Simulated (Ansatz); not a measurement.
## ScAl3 under load (space group Pm-3m): band-structure transport figures

```
CELL_PARAMETERS angstrom
      4.00542     0.00000     0.00000
      0.00000     4.00542     0.00000
      0.00000     0.00000     4.00542
ATOMIC_POSITIONS crystal
  Sc 0.00000 0.00000 0.00000
  Al 0.50000 0.00000 0.50000
  Al 0.00000 0.50000 0.50000
  Al 0.50000 0.50000 0.00000
```

Method: PBEsol, rigid bands (plane waves, PAW, scalar-relativistic; Ansatz, a program for electronic structure). Condition of this run: hydrostatic pressure 5 GPa (the target of the relaxation). Geometry: cell and atoms relaxed with PBEsol, then loaded as said.

```json
{
  "density of states at the Fermi level": "1.19 states/(eV·cell), both spins",
  "bare Sommerfeld coefficient": "0.70 mJ/(mol of atoms·K²)",
  "drude_plasma_energy": "5.9 eV",
  "root-mean-square Fermi velocity": "8.5e5 m/s",
  "resistivity times τ": "14.1 ×10⁻²² Ω·m·s"
}
```

A metal at this level (no band gap); rigid bands, thermally averaged at 300 K, both spins. Spin-orbit coupling is left out. τ is one relaxation time for all states.

Computed structure with no diffraction record at hand here (it may be known, metastable or hypothetical): ScAl3 under load (space group Pm-3m).
